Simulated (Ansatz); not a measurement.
**SiC: isotropic strain −1.43 %**

Take SiC in the wurtzite structure (space group P6_3mc, No. 186; a = 3.075 Å, c = 5.048 Å) as the base.

Perturbation: every lattice vector is shortened by 1.43 %, atoms relaxed at fixed cell.

Computed with Kohn–Sham DFT with the r2SCAN functional, run in Ansatz (a first-principles code) with PAW and 500 eV plane waves, no spin-orbit coupling. Settings: 12×12×7 k-points, 0.05 eV Fermi–Dirac smearing.

The space group remains P6_3mc (No. 186) and the energy rises by 14 meV/atom. The pressure (mean of the normal stresses, compression positive) grows by 10.706 GPa (0.01 GPa → 10.71 GPa) and the band gap shrinks by 0.066 eV, from 2.65 eV to 2.59 eV. The gap character remains indirect, Γ → K and the smallest direct gap increases by 0.10 eV (4.48 eV → 4.58 eV). The mean gap deformation potential ΔEg/Δln V comes out as +1.5 eV and the width of the top valence band grows by 0.097 eV to 4.12 eV. The electron mass becomes 0.25 mₑ along c, 0.42 mₑ across (at K) (base: 0.26 mₑ along c, 0.43 mₑ across (at K)) and the valence-band top at Γ (three highest levels, from the VBM) changes from 0.00, 0.00, -0.11 eV to 0.00, 0.00, -0.12 eV. The valley order (the lowest conduction-band minima on the path, energy above the VBM, named in the base's zone) comes out as K (1/3, 1/3, 0) 2.59 eV; M (1/2, 0, 0) 3.31 eV.

Final structure:

```xyz
4
Lattice="3.0313 0.0000 0.0000 -1.5157 2.6252 0.0000 0.0000 0.0000 4.9760" Properties=species:S:1:pos:R:3 pbc="T T T"
Si     1.5157     0.8751     0.0024
Si     0.0000     1.7501     2.4904
C      1.5157     0.8751     3.1086
C      0.0000     1.7501     0.6206
```

Masses are band curvatures over ±0.01 Å⁻¹ around the edge. Stability against distortions was not tested.
